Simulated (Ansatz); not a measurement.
# ZnSe, response to strain

Consider ZnSe in the zinc blende structure (space group F-43m, No. 216; a = 5.666 Å). Axes: x, y, z lie along the cube axes.

Strains are applied to the cell and any free atomic positions relax; under biaxial strain the out-of-plane vector relaxes too.

Method: r2SCAN, PAW, 500 eV (Ansatz, a program for electronic structure; without spin-orbit coupling).

Notes on the quantities. energy relative to the base: free energy F.

| variant | shortest interatomic distance | electron mass | energy relative to the base |
|---|---|---|---|
| base | 2.453 Å | 0.12 mₑ (at Γ) | 0 meV/atom |
| biaxial strain −3.00 %, plane normal [001], relaxed out of plane | 2.433 Å | 0.13 mₑ (at Γ) | +11 meV/atom |
| biaxial strain −2.50 %, plane normal [001], relaxed out of plane | 2.437 Å | 0.13 mₑ (at Γ) | +7.6 meV/atom |
| biaxial strain −2.00 %, plane normal [001], relaxed out of plane | 2.440 Å | 0.13 mₑ (at Γ) | +4.8 meV/atom |
| biaxial strain −1.50 %, plane normal [001], relaxed out of plane | 2.443 Å | 0.13 mₑ (at Γ) | +2.7 meV/atom |
| biaxial strain −1.00 %, plane normal [001], relaxed out of plane | ? | 0.13 mₑ (at Γ) | ? |
| biaxial strain −0.50 %, plane normal [001], relaxed out of plane | 2.450 Å | 0.12 mₑ (at Γ) | +0.3 meV/atom |

Q: What belongs in the blanks?

A: 
- biaxial strain −1.00 %, plane normal [001], relaxed out of plane, shortest interatomic distance: 2.446 Å
- biaxial strain −1.00 %, plane normal [001], relaxed out of plane, energy relative to the base: +1.2 meV/atom

The levels and masses belong to the bands next to the band gap. Effective masses come from finite differences of ±0.01 Å⁻¹. Stability against distortions was not tested.
